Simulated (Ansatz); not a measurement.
Given:

```
CELL_PARAMETERS angstrom
      0.00000     2.91614     2.91614
      2.91614     0.00000     2.91614
      2.91614     2.91614     0.00000
ATOMIC_POSITIONS crystal
  Cu 0.00000 0.00000 0.00000
  I  0.25000 0.25000 0.25000
```

No spin polarisation.

Method: LDA in Ansatz (plane waves to 420 eV, PAW, without spin-orbit coupling). Settings: 10×10×10 k-points, 0.05 eV Fermi–Dirac smearing.

Question: Predict the electron mass.

Answer: 0.14 mₑ (at Γ).

Question: What is the computed band gap?

Answer: 1.27 eV.

With I present, leaving out spin-orbit coupling can change the band edges. Load acts through the strain it causes; cell and atoms are relaxed under it. Effective masses come from finite differences of ±0.01 Å⁻¹. Whether these cells are dynamically stable was not tested. All final runs are without spin polarisation. The cell was made from CuI in the zinc blende structure (space group F-43m, No. 216) by this change: pressure 0.9 GPa.

Ansatz is an electronic-structure program.
